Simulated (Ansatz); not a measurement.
Structures of equal composition on the (111) surface of fcc Rh: one row in 3 of the top plane missing; (√3x√3)R30°, one Rh site of the top plane empty. The slabs share one bottom face, and each structure is named by its start. These are constructed structures in small cells; real faces may alloy, dewet or reconstruct in larger ones, and not all known structures of the face are among them. Slabs of about 11 Å, Fermi-Dirac smearing of 0.1 eV. Bottom of the slabs: a bare face, its two planes held. Relaxed from the named starts with such symmetry as they have, on meshes of like density; energies extrapolated to zero smearing; spin only where a row says so; no spin-orbit coupling, no U. Brackets mark spin-polarised runs, whose order is one that fits the cell. The cells differ, so small differences also carry the error of unlike k-meshes.

Method: PBE (plane waves to 420 eV, PAW; Ansatz, a quantum-chemistry and plane-wave program).

Problem. Order them by energy per 1x1 cell (lowest first) at the level PBE.

Solution. one row in 3 of the top plane missing (0.00 eV), (√3x√3)R30°, one Rh site of the top plane empty (0.06 eV)
